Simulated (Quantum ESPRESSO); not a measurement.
A self-consistent single point of Ti₃Al (P6_3/mmc, 8 atoms in the cell) with Quantum ESPRESSO.

Method of the run: PBE, SSSP 1.1.2 efficiency (PBE) pseudopotentials (plane waves; Quantum ESPRESSO 7.5).

The change in words: lattice scaled by 0.98. Reference geometry:
```yaml
crystal:
  lattice:
    - [5.62527, 0.00000, 0.00000]
    - [-2.81264, 4.87163, 0.00000]
    - [0.00000, 0.00000, 4.53192]
  atoms:
    - { symbol: Ti, position: [0.82990, 0.65980, 0.25000] }
    - { symbol: Ti, position: [0.17010, 0.34020, 0.75000] }
    - { symbol: Ti, position: [0.17010, 0.82990, 0.75000] }
    - { symbol: Ti, position: [0.82990, 0.17010, 0.25000] }
    - { symbol: Ti, position: [0.34020, 0.17010, 0.25000] }
    - { symbol: Ti, position: [0.65980, 0.82990, 0.75000] }
    - { symbol: Al, position: [0.33333, 0.66667, 0.25000] }
    - { symbol: Al, position: [0.66667, 0.33333, 0.75000] }
```

Reference input (self-consistent single point, DFT, PBE, plane waves, SSSP 1.1.2 efficiency (PBE) pseudopotentials): ecutwfc = 50 Ry; ecutrho = 400 Ry; occupations = smearing; smearing = fermi-dirac; degauss = 0.0073499 Ry; potentials = {Ti: ti_pbe_v1.4.uspp.F.UPF, Al: Al.pbe-n-kjpaw_psl.1.0.0.UPF}; K_POINTS = automatic 5 5 5 0 0 0; conv_thr = 1e-09 Ry. This run's input differs from it in these lines:

```diff
@@ -25,10 +25,10 @@
 ATOMIC_POSITIONS alat
-Ti    0.500000000    0.571403561    0.201408815
-Ti    0.000000000    0.294621842    0.604226446
-Ti   -0.244850000    0.718714483    0.604226446
-Ti    0.744850000    0.147310921    0.201408815
-Ti    0.255150000    0.147310921    0.201408815
-Ti    0.244850000    0.718714483    0.604226446
-Al    0.000000000    0.577350269    0.201408815
-Al    0.500000000    0.288675135    0.604226446
+Ti    0.500000000    0.571403561    0.201408832
+Ti    0.000000000    0.294621842    0.604226496
+Ti   -0.244850000    0.718714483    0.604226496
+Ti    0.744850000    0.147310921    0.201408832
+Ti    0.255150000    0.147310921    0.201408832
+Ti    0.244850000    0.718714483    0.604226496
+Al    0.000000000    0.577350269    0.201408832
+Al    0.500000000    0.288675135    0.604226496
 K_POINTS automatic
@@ -36,5 +36,5 @@
 CELL_PARAMETERS angstrom
-   5.625273892     0.000000000     0.000000000
-  -2.812636946     4.871630094     0.000000000
-   0.000000000     0.000000000     4.531919000
+   5.512768423     0.000000000     0.000000000
+  -2.756384212     4.774197500     0.000000000
+   0.000000000     0.000000000     4.441281000
```

Log, with long lists cut:

```
     Self-consistent Calculation

     iteration #  1     ecut=    50.00 Ry     beta= 0.70

     negative rho (up, down):  1.190E-02 0.000E+00

     total energy              =    -793.01797851 Ry
     estimated scf accuracy    <       3.50950653 Ry

     iteration #  2     ecut=    50.00 Ry     beta= 0.70

     negative rho (up, down):  6.220E-03 0.000E+00

     total energy              =    -793.62438031 Ry
     estimated scf accuracy    <       4.23504482 Ry

     iteration #  3     ecut=    50.00 Ry     beta= 0.70

     negative rho (up, down):  5.369E-03 0.000E+00

     total energy              =    -794.57513929 Ry
     estimated scf accuracy    <       0.07176834 Ry

   [... 7 blocks of this kind left out ...]

     iteration # 11     ecut=    50.00 Ry     beta= 0.70

     negative rho (up, down):  5.166E-03 0.000E+00

     total energy              =    -794.61248384 Ry
     estimated scf accuracy    <          7.4E-09 Ry

     iteration # 12     ecut=    50.00 Ry     beta= 0.70

     negative rho (up, down):  5.166E-03 0.000E+00
     End of self-consistent calculation

     the Fermi energy is    14.2150 ev

!    total energy              =    -794.61248384 Ry
     estimated scf accuracy    <          3.9E-11 Ry
     smearing contrib. (-TS)   =      -0.01388217 Ry
     internal energy E=F+TS    =    -794.59860167 Ry

     convergence has been achieved in  12 iterations

     negative rho (up, down):  5.166E-03 0.000E+00

     Forces acting on atoms (cartesian axes, Ry/au):

     atom    1 type  1   force =     0.00000000    0.00186921   -0.00000000
     atom    2 type  1   force =    -0.00000000   -0.00186921    0.00000000
     atom    3 type  1   force =    -0.00161879    0.00093461    0.00000000
     atom    4 type  1   force =     0.00161879   -0.00093461   -0.00000000
     atom    5 type  1   force =    -0.00161879   -0.00093461   -0.00000000
   [... lines left out ...]
     Total force =     0.004579     Total SCF correction =     0.000029
   [... lines left out ...]

     negative rho (up, down):  5.166E-03 0.000E+00
          total   stress  (Ry/bohr**3)                   (kbar)     P=      197.10
   0.00129293   0.00000000  -0.00000000          190.20        0.00       -0.00
   0.00000000   0.00129293  -0.00000000            0.00      190.20       -0.00
  -0.00000000  -0.00000000   0.00143370           -0.00       -0.00      210.91

   JOB DONE.
```

The run converged in 12 iterations. Against the reference run the free energy rises by 82.6 meV/atom, the pressure goes from 9.71 to 19.71 GPa and the largest force moves little (0.047 to 0.048 eV/Å).

The starting cell comes from a database of computed structures (which also holds hypothetical and non-ambient phases and stackings), without a prior relaxation at this level. Its lattice was rescaled by a random factor within 2.5 % of one. For this run, on top of that: lattice scaled by 0.98. Spin polarisation is off. With a pressure of about 20 GPa the cell is away from its equilibrium volume at this level.

Cost on one core of a shared machine: roughly 90 s.
